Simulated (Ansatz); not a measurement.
**GaN in the NiAs type structure (space group P6_3/mmc, No. 194; a model cell, its experimental status unchecked)**

```cif
data_Ga2N2
_chemical_formula_sum 'Ga2 N2'
_space_group_name_H-M_alt 'P63/mmc'
_space_group_IT_number 194
_space_group_name_Hall '-P 6c 2c'
_cell_length_a 2.96874
_cell_length_b 2.96874
_cell_length_c 5.04094
_cell_angle_alpha 90.000
_cell_angle_beta 90.000
_cell_angle_gamma 120.000
loop_
_atom_site_label
_atom_site_type_symbol
_atom_site_symmetry_multiplicity
_atom_site_Wyckoff_symbol
_atom_site_fract_x
_atom_site_fract_y
_atom_site_fract_z
_atom_site_occupancy
Ga1 Ga 2 a 0.00000 0.00000 0.00000 1
N1 N 2 c 0.33333 0.66667 0.25000 1
```

Method: PBEsol/PAW in Ansatz (a first-principles code), no spin-orbit coupling. Settings: 13×13×7 k-points, 0.05 eV Fermi–Dirac smearing.

| Item | Value |
|---|---|
| Volume per atom | 9.62 Å³ |
| Density | 7.23 g/cm³ |
| Band gap | 1.21 eV, indirect, k = (0, 0.154, 0) in the run's primitive reciprocal basis → K |
| Electron mass | 0.23 mₑ along c, 0.33 mₑ across |
| Total energy | -2060.857 eV/atom (σ→0; compares only within this code and set-up) |

Masses are band curvatures over ±0.01 Å⁻¹ around the edge. Whether these cells are dynamically stable was not tested. This is not the structure that GaN has at room temperature and ambient pressure.
